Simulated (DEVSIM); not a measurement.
Device: Ti/Al2O3/p-Si capacitor, at 400 K.

```csv
layer (left to right),material,thickness (nm),Na (cm⁻³)
1,Al2O3,2.60,-
2,Si,3500,2.7e16
```

Metal gate on the left, work function 4.33 eV. Fixed charge at the semiconductor interface 0 cm⁻² (in units of +e); no interface traps.

This is a model device: material constants are rounded textbook-type values typed into the input, and sizes, dopings and lifetimes were drawn at random. Values at 300 K; Nc and Nv go as T^1.5, mobilities as T to minus their exponent, the gap by Varshni's rule with the affinity fixed.

```tsv
parameter	Al2O3	Si
gap (eV)	6.8	1.124
affinity (eV)	1.35	4.05
permittivity	9	11.7
Nc (cm⁻³)	-	2.86e19
Nv (cm⁻³)	-	3.1e19
Varshni α (eV/K)	-	0.000473
Varshni β (K)	-	636
```

Simulated with DEVSIM: 1D Poisson equation in equilibrium, Boltzmann statistics, complete ionisation; no quantum confinement or tunnelling. Metal contacts follow the ideal Schottky-Mott rule: no Fermi-level pinning, no interface dipoles.

The substrate doping was swept, all else fixed.

```tsv
substrate doping (cm^-3)	minimum of the low-frequency capacitance (μF/cm²)	threshold voltage (band bending 2φF) (V)	flat-band voltage (V)
1.4e15	0.0233	-0.07	-0.46
2.7e15	0.0305	-0.05	-0.48
5.4e15	0.0383	-0.02	-0.50
1.4e16	0.0555	0.02	-0.54
2.7e16	0.0736	0.05	-0.56
5.4e16	0.0987	0.08	-0.58
```

From the first row to the last the minimum of the low-frequency capacitance goes from 0.0233 to 0.0987. From the first row to the last the threshold voltage (band bending 2φF) goes from -0.07 to 0.08.
